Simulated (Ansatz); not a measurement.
**Refining one setting for Cs6Si2O7 (P2_1/c, 30 atoms in the cell)**

```yaml
crystal:
  lattice:
    - [7.27965, 0.00000, 0.00000]
    - [0.00000, 9.74284, 0.00000]
    - [-7.21172, 0.00000, 9.84635]
  atoms:
    - { symbol: O, position: [0.00000, 0.00000, 0.00000] }
    - { symbol: O, position: [0.00000, 0.50000, 0.50000] }
    - { symbol: Cs, position: [0.29380, 0.47523, 0.04462] }
    - { symbol: Cs, position: [0.70620, 0.97523, 0.45538] }
    - { symbol: Cs, position: [0.70620, 0.52477, 0.95538] }
    - { symbol: Cs, position: [0.29380, 0.02477, 0.54462] }
    - { symbol: Si, position: [0.15710, 0.12730, 0.11880] }
    - { symbol: Si, position: [0.84290, 0.62730, 0.38120] }
    - { symbol: Si, position: [0.84290, 0.87270, 0.88120] }
    - { symbol: Si, position: [0.15710, 0.37270, 0.61880] }
    - { symbol: O, position: [0.22200, 0.07350, 0.26470] }
    - { symbol: O, position: [0.77800, 0.57350, 0.23530] }
    - { symbol: O, position: [0.77800, 0.92650, 0.73530] }
    - { symbol: O, position: [0.22200, 0.42650, 0.76470] }
    - { symbol: Cs, position: [0.11980, 0.77152, 0.22838] }
    - { symbol: Cs, position: [0.88020, 0.27152, 0.27162] }
    - { symbol: Cs, position: [0.88020, 0.22848, 0.77162] }
    - { symbol: Cs, position: [0.11980, 0.72848, 0.72838] }
    - { symbol: Cs, position: [0.50690, 0.35458, 0.40054] }
    - { symbol: Cs, position: [0.49310, 0.85458, 0.09946] }
    - { symbol: Cs, position: [0.49310, 0.64542, 0.59946] }
    - { symbol: Cs, position: [0.50690, 0.14542, 0.90054] }
    - { symbol: O, position: [0.39100, 0.15200, 0.12520] }
    - { symbol: O, position: [0.60900, 0.65200, 0.37480] }
    - { symbol: O, position: [0.60900, 0.84800, 0.87480] }
    - { symbol: O, position: [0.39100, 0.34800, 0.62520] }
    - { symbol: O, position: [0.00500, 0.76750, 0.43710] }
    - { symbol: O, position: [0.99500, 0.26750, 0.06290] }
    - { symbol: O, position: [0.99500, 0.23250, 0.56290] }
    - { symbol: O, position: [0.00500, 0.73250, 0.93710] }
```

Level of theory: PBEsol, default PAW files made with PBE (plane waves; Ansatz, a program for electronic structure).

The starting cell comes from a database of published, mostly measured structures (it also holds non-ambient and calculated ones), without a prior relaxation at this level. Its lattice was rescaled by a random factor within 2.5 % of one. In the base run, with a pressure of about -3 GPa the cell is away from its equilibrium volume at this level. Ansatz's pressure includes its estimate of the finite-basis (Pulay) stress. Another mesh or the band path of this cell gives a smaller gap, so this value is not converged in the mesh.

Held fixed: basis.ecutwfc = 420 eV; kpoints.mp_grid.shift = 0.5 0.5 0.5; hamiltonian.xc = pbesol; hamiltonian.pseudopotentials = {kind: paw} (the program's default PAW files); scf.occupations.method = cold; scf.occupations.width = 0.272 eV.

ΔF is the free energy per atom less that of the last row (8 5 5).

The series runs over kpoints.mp_grid.grid = 1 1 1; 2 1 1; 2 2 2; 3 2 2; 4 3 3; 5 3 3; 6 4 4; 8 5 5.

Problem. From which setting on does the energy stay within 2 meV/atom of the last one?

Solution. From kpoints.mp_grid.grid = 2 2 2 on; the one before it is off by 3.8 meV/atom.

Problem. From which setting on does the pressure stay within 0.2 GPa of the last one?

Solution. From kpoints.mp_grid.grid = 2 1 1 on; the one before it is off by 0.22 GPa. The value it settles on is -3.1 GPa at this level of theory and with the other settings as held.

```
kpoints.mp_grid.grid  ΔF (meV/atom)  pressure (GPa)  largest force (eV/Å)  gap on the mesh (eV)  k-points
--------------------  -------------  --------------  --------------------  --------------------  --------
1 1 1                         -11.4           -3.36                 0.804                 4.121         1
2 1 1                          -3.8           -3.19                 0.821                 4.067         1
2 2 2                         -0.14           -3.15                 0.841                 3.651         2
3 2 2                          0.00           -3.14                 0.842                 3.490         3
4 3 3                          0.00           -3.14                 0.842                 3.256        12
5 3 3                         -0.01           -3.14                 0.842                 3.227        16
6 4 4                          0.00           -3.14                 0.842                 3.141        24
8 5 5                          0.00           -3.14                 0.842                 3.091        60
```

Gaps are taken between levels on the mesh.

Left out of this page: 1 run of the series stopped by limits of time or memory.

Keys are those of Ansatz 0.2.
